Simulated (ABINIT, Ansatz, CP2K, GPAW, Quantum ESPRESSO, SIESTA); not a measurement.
## Code comparison for SrAsPt (P6_3/mmc, 6 atoms in the cell)

Self-consistent single point.

```
SrAsPt
1.0
    4.28518     0.00000     0.00000
   -2.14259     3.71108     0.00000
    0.00000     0.00000     9.12241
Sr As Pt
2 2 2
Direct
  0.00000   0.00000   0.50000
  0.00000   0.00000   0.00000
  0.33333   0.66667   0.75000
  0.66667   0.33333   0.25000
  0.33333   0.66667   0.25000
  0.66667   0.33333   0.75000
```

All programs got the same cell, k-point mesh and kind of occupations (in Ansatz's words: kpoints.mp_grid.grid = 7 7 3; scf.occupations.method = fermi_dirac; scf.occupations.width = 0.1 eV); potentials, basis and cutoffs are each program's usual ones.

```
code                                                                                                                                 model  pressure (GPa)  k-points       cutoff
----------------  ------------------------------------------------------------------------------------------------------------------------  --------------  --------  -----------
Quantum ESPRESSO                                                                       LDA (PZ), GBRV 1.5 ultrasoft (LDA) pseudopotentials           -5.41        16        40 Ry
GPAW                                                                         LDA (Perdew-Wang 92), GPAW PAW datasets LDA (gpaw-data 1.0.1)           -5.20        16       550 eV
Ansatz                                                                                                 LDA (PW92), PAW files made with PBE           -5.50        16       420 eV
ABINIT                                                     LDA (PW92), norm-conserving pseudopotentials (PseudoDojo nc-sr-04 LDA standard)           -5.51        16        42 Ha
CP2K                                                  LDA (Pade form), GPW, DZVP-MOLOPT-SR-GTH basis, GTH-PADE potentials (GTH_POTENTIALS)          -10.20        74  grid 500 Ry
SIESTA            LDA PW92, numerical atomic orbitals DZP, PseudoDojo LDA standard norm-conserving potentials (rewritten from UPF to PSML)           -2.29        74  grid 350 Ry
```

The spread over the programs that give each value: pressure within 7.91 GPa.

The starting cell comes from a database of computed structures (which also holds hypothetical and non-ambient phases and stackings), without a prior relaxation at this level. Its lattice was rescaled by a random factor within 2.5 % of one. On Ansatz's run: Spin-orbit coupling is off. Spin polarisation is off. In the base run, with a pressure of about -5 GPa the cell is away from its equilibrium volume at this level.

Task: Why do the programs differ, and what cannot be compared?

Result: Differences of this kind can come from the potentials, where these differ, and from what each basis and cutoff leave unconverged. The valence holds different numbers of electrons (Quantum ESPRESSO 62, GPAW 62, Ansatz (a program for electronic structure) 86, ABINIT 86, CP2K 66, SIESTA 86). The zero of total energies and Fermi levels follows the potentials and each program's conventions, so they are not compared here. CP2K and SIESTA use small atom-centred bases, whose incompleteness enters pressures, forces and empty levels differently from a plane-wave cutoff. Ansatz's pressure is given at a fixed set of plane waves, as the other plane-wave codes print theirs. The same LDA comes in different parametrisations, which differ slightly. The programs reduce the same mesh by symmetry to different extents, which changes the work and not the result. In the pressure, CP2K (by 4.74) and SIESTA (by 3.16) lie more than 1 GPa from the median of the plane-wave programs.

Left out of this page: FLEUR (not drawn, or without a comparable value).

Keys are those of Ansatz 0.2.
